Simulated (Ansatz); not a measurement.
BP: biaxial strain +1.67 %, plane normal [111], relaxed out of plane

Take BP in the zinc blende structure (space group F-43m, No. 216; a = 4.520 Å) as the base. Axes: x, y, z lie along the cube axes.

Modification: tensile biaxial strain of 1.67 % in the plane normal to [111], as in epitaxy on a mismatched substrate; the out-of-plane cell vector and the atoms relax.

Calculations: PBEsol, PAW, 420 eV (Ansatz, a quantum-chemistry and plane-wave program; without spin-orbit coupling). Γ-centred 13×13×13 mesh, Fermi–Dirac width 0.05 eV.

The volume per atom rises by 0.35 Å³, from 11.54 Å³ to 11.89 Å³ and the space group changes from F-43m (No. 216) to R3m (No. 160). The shortest interatomic distance rises by 0.0023 Å (1.957 Å → 1.960 Å) and the energy grows by 8.8 meV/atom. The pressure (mean of the normal stresses, compression positive) falls by 4.72 GPa (-0.01 GPa → -4.73 GPa) and the band gap shrinks by 0.08 eV (1.11 eV → 1.03 eV). The gap character is indirect, Γ → F–Γ (17 % along) and the smallest direct gap drops by 0.25 eV, from 3.38 eV to 3.13 eV. The hole mass amounts to 0.15 mₑ out of plane, 0.54 mₑ in plane (at Γ) and the valence-band top at Γ (three highest levels, from the VBM) becomes 0.00, -0.16, -0.16 eV (base: 0.00, 0.00, 0.00 eV). The out-of-plane strain comes out as -0.34 % and the ratio −ε⊥/ε∥ comes out as 0.20. The mean in-plane stress (compression positive) is -7.1 GPa.

Masses are band curvatures over ±0.01 Å⁻¹ around the edge. Whether these cells are dynamically stable was not tested. k-point labels follow each cell's own Brillouin zone.
